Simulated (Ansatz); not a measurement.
**What B → Be does to BAs**

Start from BAs in the zinc blende structure (space group F-43m, No. 216; a = 4.7839 Å).

The change: full substitution B → Be; the structure is relaxed again.

Computed with plane-wave PAW DFT at the r2SCAN level (Ansatz, a program for electronic structure, 500 eV), no spin-orbit coupling. k-mesh 16×16×16 (Γ-centred); smearing 0.05 eV (Fermi–Dirac), for the changed cell.

| quantity | base | changed | shift |
|---|---|---|---|
| volume per atom | 13.69 Å³ | 17.14 Å³ | +3.45 Å³ |
| density | 5.20 g/cm³ | 4.07 g/cm³ | -1.13 g/cm³ |
| space group | F-43m (No. 216) | F-43m (No. 216) | – |
| shortest interatomic distance | 2.071 Å | 2.233 Å | +0.1612 Å |
| band gap | 1.38 eV | zero | – |

No phonon test of stability was made. As relaxed here, BeAs is a hypothetical phase, not in the database extracts checked. The final runs are not spin-polarised. An odd electron count without spin: BeAs.
